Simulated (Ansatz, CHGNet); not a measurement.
# How the equilibrium volume per atom of 1T (CdI2-type) PtTe2 moves with the method

No measured value is used here.

```csv
level (code),value (Å³/atom)
CHGNet 0.3.0,26.50
LDA (Ansatz),23.76
PBE (Ansatz),(withheld)
PBE+SOC (Ansatz),26.16
PBE-D3(BJ) (Ansatz),24.16
PBE-D4 (Ansatz),24.16
HSE06-D3(BJ) (Ansatz),(withheld)
```

Complete the blanks.


- PBE (Ansatz, a program for electronic structure), value (Å³/atom): 25.98
- HSE06-D3(BJ) (Ansatz), value (Å³/atom): 23.04

Density-functional levels without +SOC have no spin–orbit coupling. CHGNet 0.3.0: the cell has another shape than the first-principles one, perhaps another minimum in the same group. LDA: LDA has no dispersion term either, though it tends to give short spacings of layers, chains or molecules. PBE, PBE+SOC: for a layered or molecular solid the relaxed cell lies over 5 % above the published volume, where the minimum can be shallow. PBE, PBE+SOC: the cell comes from a level without a dispersion term, which matters for the spacing of layers, chains or molecules. HSE06-D3(BJ): exact exchange on metals is sensitive to the k mesh and can open a false gap. HSE06-D3(BJ): the run warned that the count of filled bands differs between k points. Cutoffs and k meshes differ between the levels. Ansatz's density-functional and Hartree–Fock values are scalar-relativistic unless marked +SOC, with PAW data made under PBE.

Machine-learned potentials (CHGNet 0.3.0) are trained on DFT data: a solid inside that data is no test of them.
